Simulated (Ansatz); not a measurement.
Amorphous hafnium silicate (Hf₁₀Si₁₀O₄₀), 60 atoms at 5.12 g/cm³, one PBE-relaxed geometry, zone centre. Methods: PBE, scalar-relativistic without spin-orbit coupling (Ansatz, a first-principles code); r2SCAN, scalar-relativistic without spin-orbit coupling (Ansatz); HSE06, scalar-relativistic without spin-orbit coupling (Ansatz). Plane waves to 420 eV (r2SCAN 500 eV); exact exchange is cut at the cell's faces. At PBE the levels at the filled edge of the gap are localised (band-tail or defect states). All rungs ran without spin polarisation.

Preparation: random packing, a CHGNet melt and quench, and a DFT relaxation. O atoms were pushed apart under 1.9 Å during the dynamics, to hinder bonds among them. The hot cell started wider than the set density and was brought back towards it in steps. It is the lowest in DFT energy of 2 quenches. It is a model cell: composition and starting density were chosen by hand, and all elements were melted together. No dispersion term was used. Its density started from a set value of 5.40 and ended at 5.12 g/cm³. The quench (nominally 91 K/ps over its main leg) was far faster than any real one, so the model tends to hold more defects than a real film. One small periodic cell is one sample of the glass; other quenches scatter about these values. Volume and shape were free in the relaxation.

The relaxation ran on the zone centre alone. At PBE the level gap is 4.29 eV on a 2×2×2 Γ-centred mesh, and the spacing at the zone centre alone 4.33 eV.

Question: What zone-centre spacing does r2SCAN give, roughly?

Answer: 4.83 eV (+0.50 eV against PBE).

Question: What zone-centre spacing does HSE06 give, roughly?

Answer: 5.93 eV (+1.61 eV against PBE).

The highest filled and the lowest empty state spread over these numbers of atoms (participation numbers): PBE: 9.0 and 28.8; r2SCAN: 7.8 and 27.9; HSE06: 7.7 and 33.4.
